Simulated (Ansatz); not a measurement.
## The (0001) surface of wurtzite ZnO, Zn-terminated, 2x2 with 2 F on 4 top atoms (bottom of the slab: 2 H on 4 bottom sites)

Level of theory: PBE (plane waves to 420 eV, PAW; Ansatz, an electronic-structure program).

Set-up: 44 atoms, 14.0 Å thick at the start with caps and adatoms; mesh 4x4x1; 0.025 eV smearing; dipole correction on; 8 atoms held, the rest relaxed; no symmetry held; no spin, no spin-orbit, no U. It is one candidate, not shown to be the stable structure of the face.

```
Item                                                              Result
-----------------------------------------------  -----------------------
gap of the slab on its k-mesh                                    1.03 eV
highest filled level below the top vacuum level                  6.78 eV
energy released by relaxation                                    2.33 eV
cost                                             roughly 90 core-minutes
```
